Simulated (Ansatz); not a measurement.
Worked example: self-consistent single point of a (001) slab of LuBRh3 (cut from a parent of space group no. 221; 10 atoms in the cell) in Ansatz (a first-principles code)

Method of the run: PBEsol, default PAW files made with PBE (plane waves; Ansatz).

The input file:

Ansatz 0.2 input:
```yaml
# LuRh3B
crystal:
  lattice:
    - [4.158218, 0.000000, 0.000000]
    - [0.000000, 4.158218, 0.000000]
    - [0.000000, 0.000000, 20.237413]
  atoms:
    - { symbol: Lu, position: [0.000000, 0.000000, 0.448630] }
    - { symbol: B, position: [0.500000, 0.500000, 0.345894] }
    - { symbol: Rh, position: [0.000000, 0.500000, 0.345894] }
    - { symbol: Rh, position: [0.500000, 0.000000, 0.345894] }
    - { symbol: Rh, position: [0.500000, 0.500000, 0.448630] }
    - { symbol: Lu, position: [0.000000, 0.000000, 0.654106] }
    - { symbol: B, position: [0.500000, 0.500000, 0.551366] }
    - { symbol: Rh, position: [0.000000, 0.500000, 0.551366] }
    - { symbol: Rh, position: [0.500000, 0.000000, 0.551366] }
    - { symbol: Rh, position: [0.500000, 0.500000, 0.654106] }
basis:
  ecutwfc: 420.0 eV
kpoints:
  mp_grid: { grid: [7, 7, 1] }
hamiltonian:
  xc: pbesol
  pseudopotentials: { kind: paw }
scf:
  occupations: { method: gaussian, width: 0.1 eV }
output:
  forces: true
  eigenvalues: true
  stress: true
```

Log, with long lists cut:

```
WARN ansatz: RAYON_NUM_THREADS=1 ignored (pool sized by the plan → 1); use --threads N
Pseudopotentials: kind: paw
Pseudopotential: Lu, paw, valence charge 25
Pseudopotential: B, paw, valence charge 3
Pseudopotential: Rh, paw, valence charge 17
Crystal: 10 atoms, lattice volume = 349.921 Å³
Basis set: ecut = 420 eV, 6803 PW (Γ), exchange–correlation on 60×60×288 points (8 copies of the dense FFT grid, shifted against one another)
Bands: 95, of which v1, the nominal top of the filled ones, is band 79 counted from 1 (78 counted from 0)
Symmetry: 8 space group operations
Space group: P4mm (ITA 99), of the structure as read, at distance tolerance 7.0e-5 Å
k-points: 10 of 49
PAW frozen core: Lu, regenerated for the run's functional, and the local potential with it
PAW frozen core: B, regenerated for the run's functional, and the local potential with it
PAW frozen core: Rh, regenerated for the run's functional, and the local potential with it
Initial density: superposition of atomic densities (neutral atoms: chi_scale 0, normalization atom), corrected by the library's trained network
Initial wavefunctions: pseudopotential atomic-orbital guess
Eigensolver: davidson
Functional: x = pbesol(κ = 0.804, μ = 0.12345679012345678), c = pbesol(β = 0.046)
SCF iter   1: F=—  HF=-67563.342271 eV  |F-HF|=—  |Δ(HF+E_count)|=         —  Δρ=6.79e-3  dr2=7.79e-1  ethr=1.77e-3  ⟨swp⟩=6.5  Hψ=4216  notcnv=0  defer=11
all-band conjugate gradients solve this SCF's bands
preconditioner: auto → LDOS
SCF iter   2: F=—  HF=-67563.388776 eV  |F-HF|=—  |Δ(HF+E_count)|=   4.65e-2  Δρ=9.20e-3  dr2=4.94e-1  ethr=4.93e-4  ⟨swp⟩=2.5  Hψ=1820  notcnv=0  defer=102
SCF iter   3: F=—  HF=-67563.316020 eV  |F-HF|=—  |Δ(HF+E_count)|=   7.28e-2  Δρ=3.43e-3  dr2=1.05e-1  ethr=3.13e-4  ⟨swp⟩=2.1  Hψ=1393  notcnv=0  defer=102
SCF iter   4: F=—  HF=-67563.311370 eV  |F-HF|=—  |Δ(HF+E_count)|=   4.65e-3  Δρ=1.20e-3  dr2=1.33e-2  ethr=6.64e-5  ⟨swp⟩=2.1  Hψ=1570  notcnv=0  defer=59
SCF iter   5: F=—  HF=-67563.310150 eV  |F-HF|=—  |Δ(HF+E_count)|=   1.22e-3  Δρ=5.91e-4  dr2=1.71e-3  ethr=8.39e-6  ⟨swp⟩=2.0  Hψ=1583  notcnv=0  defer=59
SCF iter   6: F=—  HF=-67563.310486 eV  |F-HF|=—  |Δ(HF+E_count)|=   3.36e-4  Δρ=3.37e-4  dr2=4.69e-4  ethr=1.09e-6  ⟨swp⟩=2.7  Hψ=1847  notcnv=0  defer=71
SCF iter   7: F=—  HF=-67563.310724 eV  |F-HF|=—  |Δ(HF+E_count)|=   2.38e-4  Δρ=1.59e-4  dr2=2.00e-4  ethr=2.97e-7  ⟨swp⟩=2.0  Hψ=1510  notcnv=0  defer=71
SCF iter   8: F=—  HF=-67563.310733 eV  |F-HF|=—  |Δ(HF+E_count)|=   9.40e-6  Δρ=1.08e-4  dr2=8.48e-5  ethr=1.26e-7  ⟨swp⟩=2.0  Hψ=1367  notcnv=0  defer=71
SCF iter   9: F=—  HF=-67563.311504 eV  |F-HF|=—  |Δ(HF+E_count)|=   7.71e-4  Δρ=5.14e-5  dr2=2.43e-5  ethr=5.37e-8  ⟨swp⟩=1.9  Hψ=1089  notcnv=0  defer=71
SCF iter  10: F=—  HF=-67563.311511 eV  |F-HF|=—  |Δ(HF+E_count)|=   6.98e-6  Δρ=1.44e-5  dr2=1.52e-6  ethr=1.54e-8  ⟨swp⟩=2.0  Hψ=1446  notcnv=0  defer=71
SCF iter  11: F=—  HF=-67563.311513 eV  |F-HF|=—  |Δ(HF+E_count)|=   1.30e-6  Δρ=8.97e-6  dr2=4.73e-7  ethr=9.60e-10  ⟨swp⟩=2.9  Hψ=1712  notcnv=0  defer=71
SCF iter  12: F=-67563.311513 eV  HF=-67563.311513 eV  |F-HF|=1.62e-7  |Δ(HF+E_count)|=   2.37e-7  Δρ=3.56e-6  dr2=4.79e-8  ethr=6.33e-11  ⟨swp⟩=13.2  Hψ=6498  notcnv=0
SCF 1 converged in 12 iterations: F = -67563.311513 eV  dr2 = 4.79e-8
SCF converged after 12 iterations
Free energy (F): -67563.311513 eV
Harris-Foulkes:  -67563.311513 eV  (|F-HF|=1.62e-7)
Internal energy: -67563.265778 eV  (E = F + TS)
E sigma→0 (E₀):  -67563.288645 eV
Entropy (-TS):   -0.045735 eV (-4.574 meV/atom)
Fermi energy:    5.024522 eV
--- Per-component energies (eV) ---
  E_band       = -2618.817223
  E_kinetic    = 4374.314511
  E_local      = -180258.979710  (includes V_loc(G=0)·N_el)
  E_nonlocal   = 3339.309759
  E_hartree    = 86563.293615
  E_xc         = -1815.338151
  E_vxc        = -2251.819607  (∫ρ·V_xc dr)
  E_paw        = -35811.847730  (= ΣΔE_a)
  E_vpaw       = -948.236434  (= ΣTr[D̂ρ^β])
  E_aug_tail   = 0.005092  (compensation charges beyond the density's cutoff)
  E_ewald      = 56041.905880
  E_core_change = 4.070955  (= ΣΔE_core)
  E_smearing   = -0.045735  (= −TS)
  E_closure    = -0.000000  (closes the sum)
  Σ components = -67563.311513   (vs F -67563.311513, Δ=0.00e0)
--- Forces (eV/Å), atoms counted from 1 ---
  atom   1  Lu     0.00000000     0.00000000    -0.63660551
  atom   2  B     -0.00000000     0.00000000    -0.68560882
  atom   3  Rh     0.00000000     0.00000000     1.08475913
  atom   4  Rh    -0.00000000     0.00000000     1.08475913
  atom   5  Rh     0.00000000     0.00000000    -0.38455812
  atom   6  Lu     0.00000000     0.00000000    -0.71547373
  atom   7  B     -0.00000000     0.00000000     0.91574186
  atom   8  Rh    -0.00000000     0.00000000     0.30167996
  atom   9  Rh    -0.00000000     0.00000000     0.30167996
  atom  10  Rh    -0.00000000     0.00000000    -1.26638406
  max |Σ_I F_I| component: 1.02e-5 eV/Å
--- Stress (GPa, compression-positive) ---
       -4.496986       0.000000       0.000000
        0.000000      -4.496986       0.000000
        0.000000       0.000000      -3.746294
  P = ⅓ Tr σ = -4.2468 GPa (-42.468 kbar)
  The stress holds the Pulay correction. Without it, at fixed plane waves, as pw.x and ABINIT print it: P = -4.2932 GPa
--- Band table (eV; the first three rows and the last of 10) ---
  k-point 0: bands = ["-73.0947", "-73.0200", "-72.9962", "-72.6111", "-72.5868", "-72.4216", "-50.9270", "-49.9947", "-41.4045", "-41.2698", "-41.2698", "-40.9012", "-40.9012", "-40.8296", "-40.8242", "-40.8242", "-40.8019", "-40.8019", "-40.7947", [...]
  k-point 1: bands = ["-73.0946", "-73.0189", "-72.9974", "-72.6099", "-72.5880", "-72.4216", "-50.9269", "-49.9947", "-41.4076", "-41.2676", "-41.2641", "-40.8998", "-40.8980", "-40.8388", "-40.8234", "-40.8193", "-40.8044", "-40.8043", "-40.7926", [...]
  k-point 2: bands = ["-73.0942", "-73.0157", "-73.0008", "-72.6065", "-72.5914", "-72.4216", "-50.9269", "-49.9946", "-41.4139", "-41.2623", "-41.2515", "-40.8968", "-40.8922", "-40.8485", "-40.8213", "-40.8162", "-40.8099", "-40.8096", "-40.7898", [...]
  k-point 9: bands = ["-73.0935", "-73.0092", "-73.0080", "-72.5996", "-72.5984", "-72.4217", "-50.9260", "-49.9937", "-41.4502", "-41.3061", "-41.1578", "-40.9377", "-40.8987", "-40.8909", "-40.8897", "-40.7913", "-40.7907", "-40.7612", "-40.7330", [...]
```

The run converged in 12 iterations.

The starting cell comes from a database of computed structures (which also holds hypothetical and non-ambient phases and stackings), without a prior relaxation at this level. The slab is cut from that crystal, and its faces are unrelaxed. Its lattice was rescaled by up to half a per cent. Spin-orbit coupling is off. Spin polarisation is off. The two faces of this cut differ, and no dipole correction was used. Forces in this geometry exceed 1 eV/Å.

Cost on one core of a shared machine: roughly 80 s.
